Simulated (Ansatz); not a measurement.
## Fermi-surface data of RuSi (P4/mmm)

Input:

```xyz
2
Lattice="2.9054 0.0000 0.0000 0.0000 2.9054 0.0000 0.0000 0.0000 2.9126" Properties=species:S:1:pos:R:3 pbc="T T T"
Si     1.4527     1.4527     1.4563
Ru     0.0000     0.0000     0.0000
```

Calculation: PBEsol, rigid bands (plane waves, PAW, scalar-relativistic; Ansatz, a quantum-chemistry and plane-wave program). Condition of this run: biaxial stress xx = yy = 1 GPa (compression positive) (the target of the relaxation). Geometry: cell and atoms relaxed with PBEsol, then loaded as said.

```json
{
 "density of states at the Fermi level": "0.254 states/(eV·cell), both spins",
 "bare Sommerfeld coefficient": "0.30 mJ/(mol of atoms·K²)",
 "drude_plasma_energy": "5.8 eV",
 "root-mean-square Fermi velocity": "1.1e6 m/s",
 "resistivity times τ": "14.6 ×10⁻²² Ω·m·s"
}
```

A metal at this level (no band gap); rigid bands, thermally averaged at 300 K, both spins. Spin-orbit coupling is left out. τ is one relaxation time for all states.

Computed structure, not matched to a measured one here, so possibly hypothetical: RuSi (P4/mmm).
